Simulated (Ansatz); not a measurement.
Start from MgS in the rock salt structure (space group Fm-3m, No. 225).

```
MgS
1.0
    0.00000     2.60152     2.60152
    2.60152     0.00000     2.60152
    2.60152     2.60152     0.00000
Mg S
1 1
Cartesian
  0.00000   0.00000   0.00000
  2.60152   2.60152   2.60152
```

Cartesian axes are those of the cell as printed.

The values are results of Kohn–Sham DFT with the r2SCAN functional, run in Ansatz (a program for electronic structure) with PAW and 500 eV plane waves, no spin-orbit coupling, not measurements.

Before the change:

The band gap is 3.46 eV and the shortest interatomic distance is 2.602 Å.

Perturbation: compressive biaxial strain of 1.67 % in the plane normal to [111], as in epitaxy on a mismatched substrate; the out-of-plane cell vector and the atoms relax.

Q: What does the calculation give for the band gap after the change?

A: The band gap drops by 0.046 eV to 3.42 eV.

Q: What happens to the out-of-plane strain?

A: The out-of-plane strain amounts to +0.84 %.

Q: Estimate the effect on the shortest interatomic distance.

A: The shortest interatomic distance shrinks by 0.022 Å, from 2.602 Å to 2.580 Å.

No phonon test of stability was made.
